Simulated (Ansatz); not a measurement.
KTaO3, response to strain

The reference is KTaO$_{3}$ in the cubic perovskite structure (space group Pm-3m, No. 221; a = 3.985 Å).

Strains are applied to the cell and any free atomic positions relax.

Level of theory: DFT with PBEsol, PAW potentials and a 420 eV plane-wave cutoff in Ansatz (an electronic-structure program), scalar-relativistic without spin-orbit coupling.

Notes on the quantities. energy relative to the base: free energy F.

| isotropic strain (%) | energy relative to the base (meV/atom) |
|---|---|
| 0 | 0.0 |
| 0.6 | 2.6 |
| 1.2 | ? |
| 1.8 | 22.0 |
| 2.4 | 38.3 |
| 3 | 58.6 |

Q: Fit ΔE = Aε² + Bε³ (ε in %) to the rows shown and predict the withheld row.

A: Least squares on the printed values gives A = 7.21 and B = -0.23 meV/atom (largest residual 0.1 meV/atom); this predicts 10.0 meV/atom, and the run gives 10.0 meV/atom, in agreement.

Stability against distortions was not tested.
